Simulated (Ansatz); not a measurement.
**A computed series for ZnS: carrier doping**

Start from ZnS (space group R3m, No. 160; a = 3.784 Å, c = 27.900 Å (hexagonal axes)).

Carriers are added at fixed cell with a uniform background; the Fermi–Dirac width is that of 300 K.

Method: DFT with PBEsol, PAW potentials and a 420 eV plane-wave cutoff in Ansatz (a program for electronic structure), spin-orbit coupling left out.

Candidates:
(a) electrons 3.0×10^21 cm⁻³
(b) electrons 7.0×10^21 cm⁻³
(c) electrons 1.0×10^22 cm⁻³
(d) holes 3.0×10^21 cm⁻³
(e) holes 1.0×10^22 cm⁻³

For the base:

Gap between the host's bands: 2.13 eV

Problem. Order them by gap between the host's bands, highest first.

Solution. (e) holes 1.0×10^22 cm⁻³ (2.41 eV), (d) holes 3.0×10^21 cm⁻³ (2.22 eV), (a) electrons 3.0×10^21 cm⁻³ (2.08 eV), (b) electrons 7.0×10^21 cm⁻³ (2.02 eV), (c) electrons 1.0×10^22 cm⁻³ (1.98 eV)

Carriers are added with a uniform compensating background; total energy and stress of such cells depend on the potential's zero and are not compared; many-body gap narrowing is missing at this level. Stability against distortions was not tested. This is not the structure that ZnS has at room temperature and ambient pressure.
